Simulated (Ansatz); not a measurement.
Results of rVV10 in Ansatz (PAW) for L1₂ (Cu3Au-type) Pt3Ti.

Run with plane-wave cutoff 500 eV, 14×14×14 k mesh, Fermi–Dirac smearing 0.1 eV, no spin polarisation, scalar-relativistic PAW data made under PBE.

Computed at the level's own relaxed cell.

Estimate the equilibrium volume per atom and lattice parameter a that the calculation returns.


equilibrium volume per atom: 15.79 Å³/atom
lattice parameter a: 3.983 Å

Measured, for comparison: equilibrium volume per atom 15.01 Å³/atom, lattice constant a 3.916 Å (temperature not stated, no zero-point or thermal correction; as tabulated in Molecular Dynamics Simulations of PtTi High-Temperature Shape Memory Alloys …). Computed (rounded) less measured: equilibrium volume per atom +5.2 %, lattice constant a +1.7 %.

Spin–orbit coupling is not included.

Ansatz is an electronic-structure program.
